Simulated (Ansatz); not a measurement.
Levels about the gap of amorphous Si₆₄O₆₄ (128 atoms in a cell of 2051 Å³, 2.28 g/cm³; zone centre alone, so wide bands show as single levels with stretches between that a denser mesh fills), at the geometry that PBE relaxed, where it gives 0.0 GPa on a denser mesh. The participation number counts the atoms over which a state spreads; weights are charges in smoothed Voronoi cells. The levels come from a single point, so bond lengths are those of that geometry. Method of the levels: PBE, scalar-relativistic without spin-orbit coupling (Ansatz, a program for electronic structure). Sampling: the zone centre alone; Fermi-Dirac width 0.02 eV; no spin polarisation. The usual formal charges leave 128 electrons over, so the level spacing at the Fermi energy parts defect or band states and needn't be the band gap. At PBE the levels at both edges of the gap are localised (band-tail or defect states), and the nearest spread-out levels lie 1.5 eV apart at the zone centre.

The cell was melted and quenched by ab initio molecular dynamics and then relaxed. The hot cell started wider than the set density and was brought back towards it in steps. It is a model cell: composition and starting density were chosen by hand, and all elements were melted together. No dispersion term was used. Its density started from a set value of 2.28 and ended at 2.28 g/cm³. The quench (nominally 2300 K/ps over its main leg) was far faster than any real one, so the model tends to hold more defects than a real film. Values belong to this one cell and scatter from quench to quench. The volume was held where the preparation left it and the shape relaxed, at a PBE pressure of 0.0 GPa. On a 2×2×2 Γ-centred mesh force components of up to 0.15 eV/Å stay, since the relaxation ran on the zone centre alone. The cell is metastable: after charging and discharging, a neutral geometry 1.34 eV lower was met.

```json
[
 {"E - E(highest filled), eV": "-1.05", "filling": "filled", "participation number": "32.4", "largest on": "Si, 5 neighbours", "weight Si": "0.81", "weight O": "0.19"},
 {"E - E(highest filled), eV": "-0.96", "filling": "filled", "participation number": "31.4", "largest on": "Si, 4 neighbours", "weight Si": "0.79", "weight O": "0.21"},
 {"E - E(highest filled), eV": "-0.93", "filling": "filled", "participation number": "31.3", "largest on": "Si, 3 neighbours", "weight Si": "0.74", "weight O": "0.26"},
 {"E - E(highest filled), eV": "-0.80", "filling": "filled", "participation number": "18.7", "largest on": "Si, 3 neighbours", "weight Si": "0.80", "weight O": "0.20"},
 {"E - E(highest filled), eV": "-0.61", "filling": "filled", "participation number": "24.4", "largest on": "Si, 3 neighbours", "weight Si": "0.78", "weight O": "0.22"},
 {"E - E(highest filled), eV": "-0.14", "filling": "filled", "participation number": "8.6", "largest on": "Si, 2 neighbours", "weight Si": "0.78", "weight O": "0.22"},
 {"E - E(highest filled), eV": "0.00", "filling": "filled", "participation number": "5.9", "largest on": "Si, 3 neighbours", "weight Si": "0.87", "weight O": "0.13"},
 {"E - E(highest filled), eV": "0.37", "filling": "empty", "participation number": "10.9", "largest on": "Si, 3 neighbours", "weight Si": "0.82", "weight O": "0.18"},
 {"E - E(highest filled), eV": "0.80", "filling": "empty", "participation number": "18.6", "largest on": "Si, 3 neighbours", "weight Si": "0.85", "weight O": "0.15"},
 {"E - E(highest filled), eV": "0.87", "filling": "empty", "participation number": "25.2", "largest on": "Si, 3 neighbours", "weight Si": "0.81", "weight O": "0.19"},
 {"E - E(highest filled), eV": "0.99", "filling": "empty", "participation number": "32.8", "largest on": "Si, 3 neighbours", "weight Si": "0.80", "weight O": "0.20"},
 {"E - E(highest filled), eV": "1.06", "filling": "empty", "participation number": "32.2", "largest on": "Si, 4 neighbours", "weight Si": "0.79", "weight O": "0.21"},
 {"E - E(highest filled), eV": "1.26", "filling": "empty", "participation number": "38.7", "largest on": "Si, 4 neighbours", "weight Si": "0.79", "weight O": "0.21"},
 {"E - E(highest filled), eV": "1.35", "filling": "empty", "participation number": "49.4", "largest on": "Si, 3 neighbours", "weight Si": "0.76", "weight O": "0.24"}
]
```

Most localised among these is the filled level at +0.00 eV, on a Si atom, which has 3 neighbours (O 1.76 Å, Si 2.41 Å, Si 2.59 Å).
